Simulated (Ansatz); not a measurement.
The starting structures come from a database of crystals and need not be the phases stable at ambient conditions.

 Where the default PAW files enter, the runs use the earlier of Ansatz's two default sets.

Consider the following.

```yaml
crystal:
  lattice:
    - [3.83132, 0.00000, 0.00000]
    - [0.00000, 6.33262, 0.00000]
    - [1.91566, 0.00000, 3.31802]
  atoms:
    - { symbol: Si, position: [0.33333, 0.93699, 0.33333] }
    - { symbol: Si, position: [0.66667, 0.06301, 0.66667] }
    - { symbol: Si, position: [0.66667, 0.43699, 0.66667] }
    - { symbol: Si, position: [0.33333, 0.56301, 0.33333] }
```

Space group of this cell: P6_3/mmc. The cell is taken as given.

All values below come from r2SCAN (plane waves, PAW; Ansatz, a first-principles code).

The current runs along the normal of the first two printed vectors; no spin-orbit coupling. Scaled by the factor s: all lengths (ions clamped). Meshes 10×6×10 and 8×6 across the current in all rows.

```tsv
s	mean pressure (GPa)	band gap (eV)
0.98	6.9	?
1.00	0.2	0.60
1.02	-4.9	0.72
```

Q: Take the slope of the band gap against ln s from the two given rows, extrapolate to s = 0.98, and say what the run there gives.

A: Slope = (0.72 − 0.60) / ln 1.02 = 6.06 eV. The line gives 0.60 + (6.06) × ln 0.98 = 0.48 eV. The run gives 0.46 eV, 0.02 eV under the line, 14 % of the predicted step.
